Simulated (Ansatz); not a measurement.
Here is the system:

```yaml
crystal:
  lattice:
    - [3.99488, 0.00000, 0.00000]
    - [0.00000, 3.99488, 0.00000]
    - [0.00000, 0.00000, 3.99488]
  atoms:
    - { symbol: K, position: [0.50000, 0.50000, 0.50000] }
    - { symbol: Ta, position: [0.00000, 0.00000, 0.00000] }
    - { symbol: O, position: [0.00000, 0.50000, 0.00000] }
    - { symbol: O, position: [0.50000, 0.00000, 0.00000] }
    - { symbol: O, position: [0.00000, 0.00000, 0.50000] }
```

Space group of this cell: Pm-3m, cubic perovskite. The cell is taken as given; by r2SCAN its mean pressure is -0.7 GPa.

All values below come from r2SCAN (plane waves, PAW; Ansatz, a quantum-chemistry and plane-wave program).

The current runs along the normal of the first two printed vectors; no spin-orbit coupling. Scaled by the factor s: both lengths across the current (ions clamped). Meshes 8×8×8 and 8×8 across the current in all rows.

```json
[
 {"s": "0.98", "mean pressure (GPa)": "8.5", "band gap (eV)": "?"},
 {"s": "1.00", "mean pressure (GPa)": "-0.7", "band gap (eV)": "2.62"},
 {"s": "1.02", "mean pressure (GPa)": "-8.1", "band gap (eV)": "2.47"}
]
```

Task: Take the slope of the band gap against ln s from the two given rows, extrapolate to s = 0.98, and say what the run there gives.

Result: Slope = (2.47 − 2.62) / ln 1.02 = -7.57 eV. The line gives 2.62 + (-7.57) × ln 0.98 = 2.77 eV. The run gives 2.70 eV, 0.07 eV under the line, 48 % of the predicted step.
